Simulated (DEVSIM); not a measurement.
System: abrupt GaP p-n junction, at 300 K.

| layer (left to right) | material | thickness (μm) | Nd (cm⁻³) | Na (cm⁻³) | τn (s) | τp (s) |
|---|---|---|---|---|---|---|
| 1 | GaP | 2.00 | - | 3.6e18 | 2.4e-6 | 2.4e-6 |
| 2 | GaP | 32.0 | 3.9e14 | - | 2.4e-6 | 2.4e-6 |

Left contact: ohmic. Right contact: ohmic. Voltage is applied to the left contact. Recombination: SRH at mid-gap, radiative, Auger. Mobility is constant in doping.

Constants are typed, rounded textbook-type inputs, not results; the design itself was drawn at random and stands for no fabricated device. Values at 300 K.

```csv
parameter,GaP
gap (eV),2.26
affinity (eV),3.8
permittivity,11.1
Nc (cm⁻³),1.8e19
Nv (cm⁻³),1.9e19
μn (cm²/Vs),250
μp (cm²/Vs),150
B (cm³/s),1e-13
Cn (cm⁶/s),1e-30
Cp (cm⁶/s),1e-30
```

Model (solved in DEVSIM): 1D drift-diffusion, Boltzmann statistics, complete ionisation; no tunnelling, impact ionisation, image-force lowering or self-heating.

Tabulate band edges, carrier densities and field at 2.05 V on the left contact.

Energies count from the Fermi level of the right contact; mesh points crowd at the junctions.

| x (μm) | Ec (eV) | Ev (eV) | n (cm⁻³) | p (cm⁻³) | field (V/cm) |
|---|---|---|---|---|---|
| 0.000 | 0.167 | -2.093 | < 1e2 | 3.6e18 | ≈ 0 |
| 0.03450 | 0.167 | -2.093 | 3.0e13 | 3.6e18 | ≈ 0 |
| 0.1173 | 0.167 | -2.093 | 1.0e14 | 3.6e18 | ≈ 0 |
| 0.3163 | 0.167 | -2.093 | 2.7e14 | 3.6e18 | ≈ 0 |
| 1.078 | 0.167 | -2.093 | 9.3e14 | 3.6e18 | ≈ 0 |
| 1.631 | 0.167 | -2.093 | 1.4e15 | 3.6e18 | ≈ 0 |
| 1.861 | 0.167 | -2.093 | 1.6e15 | 3.6e18 | ≈ 0 |
| 1.973 | 0.167 | -2.093 | 1.7e15 | 3.6e18 | ≈ 0 |
| 2.003 | 0.117 | -2.143 | 1.2e16 | 5.1e17 | -56000 |
| 2.045 | 0.069 | -2.191 | 7.7e16 | 8.1e16 | -660 |
| 2.146 | 0.069 | -2.191 | 7.9e16 | 7.9e16 | 12 |
| 2.530 | 0.069 | -2.191 | 7.8e16 | 7.8e16 | 12 |
| 3.335 | 0.070 | -2.190 | 7.6e16 | 7.5e16 | 13 |
| 5.309 | 0.073 | -2.187 | 7.0e16 | 7.0e16 | 14 |
| 13.30 | 0.085 | -2.175 | 5.0e16 | 4.9e16 | 19 |
| 24.59 | 0.116 | -2.144 | 2.3e16 | 2.2e16 | 41 |
| 30.18 | 0.150 | -2.110 | 9.8e15 | 9.4e15 | 97 |
| 32.45 | 0.183 | -2.077 | 4.4e15 | 4.0e15 | 220 |
| 33.54 | 0.222 | -2.038 | 1.6e15 | 1.3e15 | 660 |
| 33.83 | 0.249 | -2.011 | 7.8e14 | 6.2e14 | 1400 |
| 33.95 | 0.268 | -1.992 | 4.8e14 | 2.6e14 | 1800 |
| 34.00 | 0.278 | -1.982 | 3.9e14 | < 1e2 | 1900 |
